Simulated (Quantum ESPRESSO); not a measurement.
Quantum ESPRESSO run on Bi2Te3 (R-3m, 5 atoms in the cell): self-consistent single point.

Level of theory: PBE, GBRV 1.5 ultrasoft (PBE) pseudopotentials (plane waves; Quantum ESPRESSO).

The change in words: lattice scaled by 0.98. Reference geometry:
```
CELL_PARAMETERS angstrom
      2.25811     1.30372    10.99114
     -2.25811     1.30372    10.99114
      0.00000    -2.60744    10.99114
ATOMIC_POSITIONS crystal
  Bi 0.60317 0.60317 0.60317
  Bi 0.39683 0.39683 0.39683
  Te 0.78319 0.78319 0.78319
  Te 0.21681 0.21681 0.21681
  Te 0.00000 0.00000 0.00000
```

Reference input (self-consistent single point, DFT, PBE, plane waves, GBRV 1.5 ultrasoft (PBE) pseudopotentials): ecutwfc = 40 Ry; ecutrho = 200 Ry; occupations = smearing; smearing = fermi-dirac; degauss = 0.00147 Ry; potentials = {Bi: bi_pbe_v1.uspp.F.UPF, Te: te_pbe_v1.uspp.F.UPF}; K_POINTS = automatic 4 4 4 0 0 0; conv_thr = 1e-11 Ry; mixing_beta = 0.5. This run's input differs from it in these lines:

```diff
@@ -27,6 +27,6 @@
 ATOMIC_POSITIONS angstrom
-Bi    0.000000000    0.000000000   19.888572313
-Bi    0.000000000    0.000000000   13.084838687
-Te    0.000000000    0.000000000   25.824544681
-Te    0.000000000    0.000000000    7.148866319
+Bi    0.000000000    0.000000000   19.490800396
+Bi    0.000000000    0.000000000   12.823141604
+Te    0.000000000    0.000000000   25.308053177
+Te    0.000000000    0.000000000    7.005888823
 Te    0.000000000    0.000000000    0.000000000
@@ -35,5 +35,5 @@
 CELL_PARAMETERS angstrom
-   2.258106196     1.303718220    10.991137000
-  -2.258106196     1.303718220    10.991137000
-   0.000000000    -2.607436440    10.991137000
+   2.212944161     1.277643907    10.771314000
+  -2.212944161     1.277643907    10.771314000
+   0.000000000    -2.555287814    10.771314000
```

Output, abridged:

```
     Self-consistent Calculation

     iteration #  1     ecut=    40.00 Ry     beta= 0.50

---- Real-time Memory Report at c_bands before calling an iterative solver
           277 MiB given to the printing process from OS
           130 MiB allocation reported by mallinfo(arena+hblkhd)
------------------

     negative rho (up, down):  8.096E-02 0.000E+00

     total energy              =    -449.85922139 Ry
     estimated scf accuracy    <       0.92846632 Ry

     iteration #  2     ecut=    40.00 Ry     beta= 0.50

---- Real-time Memory Report at c_bands before calling an iterative solver
   [... lines left out ...]
           338 MiB given to the printing process from OS
           174 MiB allocation reported by mallinfo(arena+hblkhd)
------------------

     negative rho (up, down):  8.343E-02 0.000E+00

     total energy              =    -450.13161978 Ry
     estimated scf accuracy    <          4.9E-11 Ry

     iteration # 14     ecut=    40.00 Ry     beta= 0.50

---- Real-time Memory Report at c_bands before calling an iterative solver
           338 MiB given to the printing process from OS
           174 MiB allocation reported by mallinfo(arena+hblkhd)
------------------

     negative rho (up, down):  8.343E-02 0.000E+00
     End of self-consistent calculation

     the Fermi energy is     6.7080 ev

!    total energy              =    -450.13161978 Ry
     estimated scf accuracy    <          2.5E-12 Ry
     smearing contrib. (-TS)   =      -0.00000000 Ry
     internal energy E=F+TS    =    -450.13161978 Ry

     convergence has been achieved in  14 iterations

     negative rho (up, down):  8.343E-02 0.000E+00

     Forces acting on atoms (cartesian axes, Ry/au):

     atom    1 type  1   force =     0.00000000   -0.00000000    0.00299244
     atom    2 type  1   force =    -0.00000000    0.00000000   -0.00299244
     atom    3 type  2   force =     0.00000000    0.00000000    0.00306730
     atom    4 type  2   force =    -0.00000000    0.00000000   -0.00306730
     atom    5 type  2   force =    -0.00000000    0.00000000   -0.00000000

     Total force =     0.006060     Total SCF correction =     0.000006

     negative rho (up, down):  8.343E-02 0.000E+00
          total   stress  (Ry/bohr**3)                   (kbar)     P=        0.72
   0.00000904   0.00000000   0.00000000            1.33        0.00        0.00
  -0.00000000   0.00000904  -0.00000000           -0.00        1.33       -0.00
  -0.00000000  -0.00000000  -0.00000329           -0.00       -0.00       -0.48

   JOB DONE.
```

The run converged in 14 iterations. Against the reference run the free energy drops by 13.6 meV/atom, the pressure goes from -2.30 to 0.07 GPa, the largest force goes from 0.326 to 0.079 eV/Å and the gap on the mesh hardly changes (0.597 to 0.601 eV).

The starting cell comes from a database of computed structures (which also holds hypothetical and non-ambient phases and stackings), without a prior relaxation at this level. Its lattice was rescaled by a random factor within 2.5 % of one. For this run, on top of that: lattice scaled by 0.98. Spin-orbit coupling is off.

Cost on one core of a shared machine: roughly 3 min.
